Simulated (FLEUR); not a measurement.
Worked example: self-consistent single point of SbPt (P6_3/mmc, 4 atoms in the cell) in FLEUR.

Level of theory: LDA (Perdew-Zunger), all-electron FLAPW (FLEUR), scalar-relativistic valence in FLEUR.

The change in words: lattice scaled by 0.98. Reference geometry:
```xyz
4
Lattice="4.1077 0.0000 0.0000 -2.0538 3.5574 0.0000 0.0000 0.0000 5.4467" Properties=species:S:1:pos:R:3 pbc="T T T"
Sb     2.0538     1.1858     4.0850
Sb     0.0000     2.3716     1.3617
Pt     0.0000     0.0000     2.7233
Pt     0.0000     0.0000     0.0000
```

Reference input (self-consistent single point, DFT, LDA (Perdew-Zunger), all-electron FLAPW (FLEUR), scalar-relativistic valence): Kmax = 4.2 1/bohr; GmaxXC = 16.8 1/bohr; xcFunctional = pz; jspins = 1; l_soc = F; mode = hist; fermiSmearingEnergy = 0.00367493 Htr; mesh (inpgen div1-3) = 8 8 5; inpgen gamma flag = true; Gmax = 16.8 1/bohr; numbands = 0; maxIterBroyd = 40. This run's input differs from it in these lines:

```diff
@@ -3,5 +3,5 @@
 &input film=f /
-7.7623838483 -0.0000003123 0.0000000000
--3.8811916537 6.7224217627 0.0000000000
-0.0000000000 0.0000000000 10.2927618344
+7.6071357803 -0.0000004265 0.0000000000
+-3.8035675208 6.5879730490 0.0000000000
+0.0000000000 0.0000000000 10.0869064087
 1.0
@@ -46,5 +46,5 @@
          <bravaisMatrix>
-            <row-1>    7.7623838482999998    -0.0000003123000000     0.0000000000000000</row-1>
-            <row-2>   -3.8811916537000002     6.7224217626999998     0.0000000000000000</row-2>
-            <row-3>    0.0000000000000000     0.0000000000000000    10.2927618344000003</row-3>
+            <row-1>    7.6071357803000001    -0.0000004265000000     0.0000000000000000</row-1>
+            <row-2>   -3.8035675208000002     6.5879730490000004     0.0000000000000000</row-2>
+            <row-3>    0.0000000000000000     0.0000000000000000    10.0869064087000009</row-3>
          </bravaisMatrix>
```

Output, abridged:

```
 Iteration:     1   Distance:      12.10551175 me/bohr^3
 Iteration:     2   Distance:      10.80794201 me/bohr^3
 Iteration:     3   Distance:       5.21765827 me/bohr^3
 Iteration:     4   Distance:       1.58267328 me/bohr^3
 Iteration:     5   Distance:       1.21317587 me/bohr^3
   [... 7 lines left out ...]
 Iteration:    13   Distance:       0.00042042 me/bohr^3
 Iteration:    14   Distance:       0.00005194 me/bohr^3
 Iteration:    15   Distance:       0.00002801 me/bohr^3
 Iteration:    16   Distance:       0.00000550 me/bohr^3
 Run finished successfully
 Stop message:
   Structural relaxation: Done

[file out, last iteration]
             iter=     17
[...]
          total density-effective poten   -8.6310474168E+04
          total charge density-energy d   -1.0246961479E+03
 Updated energy parameters for spin:           1
[...]
 fermi energy and band-weighting factors:

[...]
FERMIE:
          first approx. to ef    (T=0)  :   0.494648 htr   (energy of the highest occ. eigenvalue)
          number of occ. states  (T=0)  :        926
          first approx. to seigv (T=0)  : -20.399620 htr
          sum of weights of occ. states :  31.006250
          sum of semicore charge        :   0.000000 e
FERHIS:  Fermi-Energy by histogram:
          bandgap                     :   0.002468 htr
   [... lines left out ...]
          charge neutrality (T=0)     :   0.012500    (zero if the highest occ. eigenvalue is "entirely" occupied)
     EF_NEWTON:  Adjust Fermi-Energy by Newton-Method.
 Direct bandgap for spin            1 :    1.5860276526477812E-002  Htr
 ---->    free energy=                    -49829.3325887723 htr
   [... lines left out ...]
      extrapolation for T->0
 ---->    total electron energy=          -49829.3313835783 htr
 ***** TOTAL FORCES ON ATOMS *****
 TOTAL FORCE FOR ATOM TYPE=  1  X= -3.804   Y=  2.196   Z= -2.522
                       FX_TOT= 0.000000 FY_TOT= 0.000000 FZ_TOT= 0.000000
 TOTAL FORCE FOR ATOM TYPE=  2  X=  0.000   Y=  0.000   Z=  5.043
                       FX_TOT= 0.000000 FY_TOT= 0.000000 FZ_TOT= 0.000000
 Structural relaxation: Done
```

The run converged in 16 iterations. FLEUR gives forces in its relaxation mode, with a further iteration, so its stop message speaks of a relaxation. Against the reference run the free energy goes up by 60.0 meV/atom.

The starting cell comes from a database of computed structures (which also holds hypothetical and non-ambient phases and stackings), without a prior relaxation at this level. Its lattice was rescaled by a random factor within 2.5 % of one. For this run, on top of that: lattice scaled by 0.98. Spin-orbit coupling is off. Spin polarisation is off. Values depend on the basis (sphere radii, cutoffs, local orbitals), which need not be converged. The log's line on a gap gives a spacing of levels on this mesh, which the program prints for metals too.

Cost on one core of a shared machine: roughly 5 min.
